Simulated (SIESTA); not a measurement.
A self-consistent single point of Mg (P6_3/mmc, 2 atoms in the cell) with SIESTA.

Level of theory: GGA PBEsol, numerical atomic orbitals TZP, PseudoDojo PBEsol standard norm-conserving potentials (rewritten from UPF to PSML) in SIESTA.

```yaml
crystal:
  lattice:
    - [1.64352, -2.84666, 0.00000]
    - [1.64352, 2.84666, 0.00000]
    - [0.00000, 0.00000, 5.33504]
  atoms:
    - { symbol: Mg, position: [0.33333, 0.66667, 0.25000] }
    - { symbol: Mg, position: [0.66667, 0.33333, 0.75000] }
```

Reference input (self-consistent single point, DFT, GGA PBE, numerical atomic orbitals TZP, PseudoDojo PBE standard norm-conserving potentials (rewritten from UPF to PSML)): XC.functional = GGA; XC.authors = PBE; potentials = PseudoDojo PBE standard; PAO.BasisSize = TZP; PAO.EnergyShift = 0.005 Ry; MeshCutoff = 350 Ry; kgrid.MonkhorstPack = 12 12 6; OccupationFunction = FD; ElectronicTemperature = 1160.45 K; MaxSCFIterations = 150; SCF.Mixer.Method = Pulay; SCF.Mixer.Weight = 0.25. This run's input differs from it in these lines:

```diff
@@ -1,2 +1,2 @@
-# files in the folder: Mg.psml (PseudoDojo PBE standard)
+# files in the folder: Mg.psml (PseudoDojo PBEsol standard)
 SystemName  Mg
@@ -22,3 +22,3 @@
 XC.functional                GGA
-XC.authors                   PBE
+XC.authors                   PBEsol
 PAO.BasisSize                TZP
```

The program printed (abridged):

```
        iscf     Eharris(eV)        E_KS(eV)     FreeEng(eV)     dDmax    Ef(eV) dHmax(eV)
   scf:    1    -3222.093408    -3226.324261    -3226.350997  1.011599 -3.279247  2.859388
   scf:    2    -3226.363785    -3226.344226    -3226.370968  0.038873 -3.300303  2.050377
   scf:    3    -3226.382601    -3226.364626    -3226.391352  0.088405 -3.353443  0.009984
   scf:    4    -3226.364622    -3226.364624    -3226.391352  0.000553 -3.355658  0.019205
   scf:    5    -3226.364627    -3226.364626    -3226.391354  0.000883 -3.355388  0.000540
   scf:    6    -3226.364626    -3226.364626    -3226.391354  0.000019 -3.355382  0.000099
SCF Convergence by DM+H criterion
max |DM_out - DM_in|         :     0.0000189518
max |H_out - H_in|      (eV) :     0.0000987255
SCF cycle converged after 6 iterations

Using DM_out to compute the final energy and forces

siesta: E_KS(eV) =            -3226.3646

siesta: E_KS - E_eggbox =     -3226.3646

siesta: Atomic forces (eV/Ang):
     1    0.000000    0.000016    0.000000
     2    0.000000   -0.000016   -0.000000
   Tot    0.000000   -0.000000    0.000000
   Max    0.000016
   Res    0.000009    sqrt( Sum f_i^2 / 3N )
   Max    0.000016    constrained

Stress tensor Voigt[x,y,z,yz,xz,xy] (kbar):       15.23       14.44       19.83        0.00        0.00       -0.00
(Free)E + p*V (eV/cell)    -3226.9055
Target enthalpy (eV/cell)    -3226.3914

siesta: Program's energy decomposition (eV):
siesta: FreeEng =     -3226.391354

   [... lines left out ...]
siesta:     0.009507    0.000000    0.000000
siesta:    -0.000000    0.009014    0.000000
siesta:     0.000000    0.000000    0.012377

siesta: Cell volume =         49.920424 Ang**3

siesta: Pressure (static):
siesta:                Solid            Molecule  Units
siesta:          -0.00011217         -0.00011217  Ry/Bohr**3
siesta:          -0.01029919         -0.01029939  eV/Ang**3
siesta:         -16.50111859        -16.50144483  kBar
```

The run converged in 6 iterations. Against the reference run the pressure goes from -0.99 to -1.65 GPa.

The starting cell has typed, rounded lattice constants, without a prior relaxation at this level. Its lattice was rescaled by a random factor within 2.5 % of one. Values carry the incompleteness of an atom-centred basis.
